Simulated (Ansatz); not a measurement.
## N_C in diamond

Calculation: PBE, PAW (plane waves to 420 eV; Ansatz, a first-principles code). Cell: 216 sites, 3×3×3 repeats of a cell of 8 atoms; final energies on a 2×2×2 shifted mesh. Site at the start: the C site. Energies of charged states are corrected for periodic images (point charge plus alignment at distant sites). Dielectric constants: PBE linear response of the host. Host gap at this level: 4.13 eV. Finite-size and sampling errors can reach tenths of an eV here. PBE underestimates the host's gap, which shifts levels and can delocalise carriers. Spin–orbit coupling is left out. Each state is the lowest found from its start.

Formation energies E_f are given with the Fermi level at the valence-band maximum. Chemical conditions: host crystal and elements as references (Δμ(C) = 0.14 eV, Δμ(N) = 0.00 eV; N taken from its element, since no compound that bounds it was computed at this level; only phases computed here count, gases as isolated molecules at 0 K). Reference phases: C: graphite, N: N2 molecule in a box.

Charges with a result: +1, 0, −1. Others weren't obtained, and one of them could lie lower, also by skipping a charge.

```json
[
 {"charge": "+1", "moment (μB)": "not spin-polarised", "point group": "Td", "largest move off a lattice site (Å)": "0.01", "image correction with alignment (eV)": "0.31", "E_f, host crystal and elements as references (eV)": "1.16"},
 {"charge": "0", "moment (μB)": "1.0", "point group": "C3v", "largest move off a lattice site (Å)": "0.25", "image correction with alignment (eV)": "0.00", "E_f, host crystal and elements as references (eV)": "3.95"},
 {"charge": "−1", "moment (μB)": "not spin-polarised", "point group": "C3v", "largest move off a lattice site (Å)": "0.34", "image correction with alignment (eV)": "0.29", "E_f, host crystal and elements as references (eV)": "7.69"}
]
```

Point groups are those of the whole cell at tolerances of 0.03 and 0.1 Å ("near" where only the looser one holds); none is given for unsettled states.

Transition levels above the valence-band maximum: ε(+1/0) = 2.79 eV; ε(0/−1) = 3.74 eV. On the lower envelope of the bound states, inside the gap: (+1/0) at 2.79 eV; (0/−1) at 3.74 eV.

All states together cost very roughly 80 core-minutes.
